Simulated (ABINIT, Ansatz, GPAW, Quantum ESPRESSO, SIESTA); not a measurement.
**Code comparison for Al₃Sc (Pm-3m, 4 atoms in the cell)**

Self-consistent single point.

```
Al3Sc
1.0
    4.07827     0.00000     0.00000
    0.00000     4.07827     0.00000
    0.00000     0.00000     4.07827
Sc Al
1 3
Cartesian
  0.00000   0.00000   0.00000
  0.00000   2.03913   2.03913
  2.03913   0.00000   2.03913
  2.03913   2.03913   0.00000
```

Shared settings, as Ansatz (a quantum-chemistry and plane-wave program) writes them: kpoints.mp_grid.grid = 4 4 4; scf.occupations.method = gaussian; scf.occupations.width = 0.272 eV. Potentials and cutoffs stand in the table.

```json
[
 {"code": "Quantum ESPRESSO", "model": "PBE, PseudoDojo standard norm-conserving (PBE) pseudopotentials", "pressure (GPa)": "1.93", "cutoff": "80 Ry"},
 {"code": "ABINIT", "model": "PBE, norm-conserving pseudopotentials (PseudoDojo nc-sr-05 PBE standard)", "pressure (GPa)": "1.93", "cutoff": "39 Ha"},
 {"code": "SIESTA", "model": "GGA PBE, numerical atomic orbitals DZP, PseudoDojo PBE standard norm-conserving potentials (rewritten from UPF to PSML)", "pressure (GPa)": "1.31", "cutoff": "grid 400 Ry"},
 {"code": "GPAW", "model": "PBE, GPAW PAW datasets PBE (gpaw-data 1.0.1)", "pressure (GPa)": "2.16", "cutoff": "800 eV"},
 {"code": "Ansatz", "model": "PBE, default PAW files", "pressure (GPa)": "2.07", "cutoff": "420 eV"}
]
```

The spread over the programs that give each value: pressure within 0.85 GPa.

SIESTA uses small atom-centred bases, whose incompleteness enters pressures, forces and empty levels differently from a plane-wave cutoff. Ansatz's pressure is given at a fixed set of plane waves, as the other plane-wave codes print theirs; with its correction for the finite basis it is 2.13 GPa.

On the base mesh (8 8 8) the same programs gave: Ansatz pressure 1.84 GPa; Quantum ESPRESSO pressure 1.71 GPa; ABINIT pressure 1.70 GPa; GPAW pressure 1.92 GPa; SIESTA pressure 1.08 GPa.

The starting cell has typed, rounded lattice constants, without a prior relaxation at this level. Its lattice was rescaled by a random factor within 2.5 % of one.

Left out of this page: CP2K (on another mesh); Elk and FLEUR (not drawn, or without a comparable value).

Keys are those of Ansatz 0.2.
